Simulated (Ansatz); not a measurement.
Worked example: self-consistent single point of Cs2H4Pt (P4_2/mnm, 14 atoms in the cell) in Ansatz (a program for electronic structure).

Level of theory: LDA (PW92), default PAW files made with PBE (plane waves; Ansatz).

```
Cs2H4Pt
1.0
    6.19076     0.00000     0.00000
    0.00000     6.19076     0.00000
    0.00000     0.00000     8.85199
Cs H Pt
4 8 2
Direct
  0.00000   0.50000   0.25000
  0.00000   0.50000   0.75000
  0.50000   0.00000   0.25000
  0.50000   0.00000   0.75000
  0.50000   0.50000   0.31350
  0.50000   0.50000   0.68650
  0.00000   0.00000   0.81350
  0.00000   0.00000   0.18650
  0.31137   0.68863   0.50000
  0.68863   0.31137   0.50000
  0.81137   0.81137   0.00000
  0.18863   0.18863   0.00000
  0.50000   0.50000   0.50000
  0.00000   0.00000   0.00000
```

Reference input (self-consistent single point, DFT, LDA (PW92), plane waves, default PAW files made with PBE): kpoints.mp_grid.grid = 6 6 4; hamiltonian.xc = lda; hamiltonian.pseudopotentials = {kind: paw} (the program's default PAW files); scf.occupations.method = fixed. This run's input differs from it in these lines:

Ansatz 0.2 input:
```diff
@@ -22,3 +22,3 @@
 kpoints:
-  mp_grid: { grid: [6, 6, 4] }
+  mp_grid: { grid: [4, 4, 3] }
 hamiltonian:
```

Output, abridged:

```
SCF iter   1: F=—  HF=-46640.217418 eV  |F-HF|=—  |Δ(HF+E_count)|=         —  Δρ=7.78e-3  dr2=1.51e-1  ethr=1.77e-3  ⟨swp⟩=5.1  Hψ=2198  notcnv=0  defer=132
all-band conjugate gradients solve this SCF's bands
preconditioner: auto → Resta (q_TF=auto, 2.144 Å⁻¹)
SCF iter   2: F=—  HF=-46640.174362 eV  |F-HF|=—  |Δ(HF+E_count)|=   4.31e-2  Δρ=3.44e-3  dr2=3.65e-2  ethr=1.89e-4  ⟨swp⟩=2.0  Hψ=864  notcnv=0  defer=137
   [... lines left out ...]
SCF iter   5: F=—  HF=-46640.162507 eV  |F-HF|=—  |Δ(HF+E_count)|=   1.52e-4  Δρ=9.79e-5  dr2=4.16e-5  ethr=6.39e-7  ⟨swp⟩=2.0  Hψ=830  notcnv=0  defer=138
SCF iter   6: F=—  HF=-46640.162397 eV  |F-HF|=—  |Δ(HF+E_count)|=   1.10e-4  Δρ=3.35e-5  dr2=7.36e-6  ethr=5.21e-8  ⟨swp⟩=2.2  Hψ=923  notcnv=0  defer=116
SCF iter   7: F=—  HF=-46640.162406 eV  |F-HF|=—  |Δ(HF+E_count)|=   8.54e-6  Δρ=7.01e-6  dr2=2.85e-7  ethr=9.20e-9  ⟨swp⟩=2.0  Hψ=835  notcnv=0  defer=118
SCF iter   8: F=-46640.162406 eV  HF=-46640.162406 eV  |F-HF|=6.01e-9  |Δ(HF+E_count)|=   4.34e-7  Δρ=2.90e-6  dr2=2.87e-8  ethr=1.25e-10  ⟨swp⟩=18.8  Hψ=4494  notcnv=0
SCF 1 converged in 8 iterations: F = -46640.162406 eV  dr2 = 2.87e-8
Free energy (F): -46640.162406 eV
Internal energy: -46640.162406 eV  (E = F + TS)
E sigma→0 (E₀):  -46640.162406 eV
Fermi energy:    2.816552 eV
--- Forces (eV/Å), atoms counted from 1 ---
  atom   1  Cs     0.00000000     0.00000000     0.00000000
  atom   2  Cs     0.00000000     0.00000000    -0.00000000
  atom   3  Cs     0.00000000     0.00000000     0.00000000
  atom   4  Cs     0.00000000     0.00000000    -0.00000000
  atom   5  H      0.00000000     0.00000000     0.01816022
  atom   6  H      0.00000000     0.00000000    -0.01816022
  atom   7  H      0.00000000     0.00000000     0.01816022
  atom   8  H      0.00000000     0.00000000    -0.01816022
  atom   9  H      0.01159552    -0.01159552     0.00000000
   [... lines left out ...]
  atom  14  Pt     0.00000000    -0.00000000     0.00000000
--- Stress (GPa, compression-positive) ---
       -1.553777       0.000000       0.000000
        0.000000      -1.553777       0.000000
        0.000000       0.000000      -1.555154
  P = ⅓ Tr σ = -1.5542 GPa (-15.542 kbar)
  The stress holds the Pulay correction. Without it, at fixed plane waves, as pw.x and ABINIT print it: P = -1.5990 GPa
```

The run converged in 8 iterations. Against the reference run the free energy stays essentially unchanged (within 1 meV/atom), the pressure stays at -1.55 GPa, the largest force stays at 0.018 eV/Å and the gap on the mesh goes from 3.187 to 3.204 eV.

The starting cell comes from a database of computed structures (which also holds hypothetical and non-ambient phases and stackings), without a prior relaxation at this level. Spin-orbit coupling is off. Ansatz's pressure includes its estimate of the finite-basis (Pulay) stress.
